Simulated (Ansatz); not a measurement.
The parent structure is WSi$_{2}$ (space group I4/mmm, No. 139).

```
CELL_PARAMETERS angstrom
     -1.60130     1.60130     3.90784
      1.60130    -1.60130     3.90784
      1.60130     1.60130    -3.90784
ATOMIC_POSITIONS crystal
  Si 0.66547 0.66547 0.00000
  Si 0.33453 0.33453 0.00000
  W  0.00000 0.00000 0.00000
```

Computed with PBEsol, PAW, 420 eV (Ansatz, an electronic-structure program; no spin-orbit coupling).

Base values:

The c/a ratio is 2.440 and the volume per atom is 13.36 Å³.

Perturbation: cell and atoms relaxed at a pressure of 0.9 GPa.

How does this affect the c/a ratio and volume per atom?

The c/a ratio is nearly the same (2.440 against 2.441); the volume per atom shrinks by 0.05 Å³, from 13.36 Å³ to 13.31 Å³.

Load acts through the strain it causes; cell and atoms are relaxed under it. Whether these cells are dynamically stable was not tested. The final runs are not spin-polarised.
